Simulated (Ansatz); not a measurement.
Terminations of the (001) surface of zinc-blende ZnSe, measured from the surface '(2x1) Se dimers'. Atoms come from or go to: Se: trigonal Se, Zn: hcp Zn. ΔE is the energy of forming the row's surface from that one (negative: more stable at these reservoirs); the vacuum level's shift is aligned on the shared bottom. No zero-point or thermal terms. These are constructed structures in small cells; real faces may alloy, dewet or reconstruct in larger ones, and not all known structures of the face are among them. Slabs of about 13 Å with all that they carry, Fermi-Dirac smearing of 0.025 eV. Bottom of the slabs: anion dimers. Relaxed from the named starts with such symmetry as they have, on meshes of like density; energies extrapolated to zero smearing; no spin-orbit coupling, no U. Spin-polarised runs, if any, are marked in brackets, and their order is one that fits the cell; the others ran without spin. A dash marks a value that is undefined for that row (no clear gap, or no work function of a gapped slab) or was not read reliably on its mesh.

These are PBE (plane waves to 420 eV, PAW; Ansatz, an electronic-structure program) values and carry that method's errors.

```tsv
surface	atoms added per 1x1	ΔE per 1x1 (eV)	shift of the vacuum level (eV)
relaxed from the ideal Se plane	none	?	0.88
(2x1) Se dimers	none	0.00	0.00
c(2x2) half plane of Zn	+0.5 Zn	-0.57	-0.44
full plane of Zn dimers	+1 Zn	?	-0.87
half plane of Zn, rows along [-110]	+0.5 Zn	0.20	-1.24
half plane of Zn, rows along [110]	+0.5 Zn	?	-0.31
c(2x2) half plane of Se	-0.5 Se	0.40	0.80
```

**Question.** What belongs in the gaps?

**Answer.** 
- relaxed from the ideal Se plane, ΔE per 1x1 (eV): 0.74
- full plane of Zn dimers, ΔE per 1x1 (eV): -0.31
- half plane of Zn, rows along [110], ΔE per 1x1 (eV): -0.56
